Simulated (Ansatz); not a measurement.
Functionals compared on a constructed model of the (0001) surface of 4H silicon carbide, Si-terminated, (√3x√3)R30° Au adatom at T4 (bottom of the slab: 3 H on 3 bottom sites), in Ansatz (plane waves, PAW). The structure was relaxed with PBE; the other rows are single points on it. Cutoff 420 eV (500 eV for r2SCAN).

Model: 28-atom slab, 11.2 Å thick at the start with caps and adatoms (thin: gaps and levels are the slab's own), 6x6x1 mesh, Fermi-Dirac 0.025 eV, dipole correction, 6 atoms held, the rest relaxed; start symmetry kept, larger cells not searched; no spin (no spin-polarised run to compare, though such a face may carry moments), no spin-orbit, no U. The slab shows no gap on its mesh. In PBE it lies 0.04 eV a 1x1 cell over the lowest computed structure of the same composition ((√3x√3)R30° Au adatom at H3). These notes are the PBE run's.

```
functional  work function of the top face (eV)  rough cost of the single point
----------  ----------------------------------  ------------------------------
PBE                                       4.52                               –
r2SCAN                              (withheld)  around 50 core-seconds (rough)
```

Q: What belongs in the gaps?

A: 
- r2SCAN, work function of the top face (eV): 4.55

Ansatz is a first-principles code.
